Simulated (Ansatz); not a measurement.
# A computed series for BAs: response to strain

Take BAs in the zinc blende structure (space group F-43m, No. 216; a = 4.732 Å) as the base. Axes: x, y, z lie along the cube axes.

Strains are applied to the cell and any free atomic positions relax; under biaxial strain the out-of-plane vector relaxes too.

Method: DFT with LDA, PAW potentials and a 420 eV plane-wave cutoff in Ansatz (an electronic-structure program), no SOC.

Candidates:
(a) biaxial strain −2.50 %, plane normal [001], relaxed out of plane
(b) biaxial strain −1.00 %, plane normal [001], relaxed out of plane
(c) biaxial strain +1.00 %, plane normal [001], relaxed out of plane
(d) biaxial strain −2.00 %, plane normal [001], relaxed out of plane

Question: Order them by out-of-plane strain, highest first.

Answer: (a) biaxial strain −2.50 %, plane normal [001], relaxed out of plane (+1.30 %), (d) biaxial strain −2.00 %, plane normal [001], relaxed out of plane (+1.04 %), (b) biaxial strain −1.00 %, plane normal [001], relaxed out of plane (+0.52 %), (c) biaxial strain +1.00 %, plane normal [001], relaxed out of plane (-0.53 %)

No phonon test of stability was made.
